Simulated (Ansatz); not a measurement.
Relaxation of the outer planes of the (10-10) surface of hcp Tl in its 1x1 cell, outermost plane spacing 1.03 Å in the ideal cut.

All values below come from PBE (plane waves to 420 eV, PAW; Ansatz, a quantum-chemistry and plane-wave program).

Set-up: 8 atoms, 10.3 Å thick at the start (thin: gaps and levels are the slab's own); mesh 11x7x1; 0.1 eV smearing; dipole correction on; all atoms relaxed; start symmetry kept, larger cells not searched; no spin, no spin-orbit, no U.

```
plane  atoms  bulk spacing to the next (Å)  relaxed spacing (Å)  change (%)  rumpling (Å)
-----  -----  ----------------------------  -------------------  ----------  ------------
1         Tl                         1.033                0.844       -18.3          0.00
2         Tl                         2.066                2.181         5.6          0.00
```
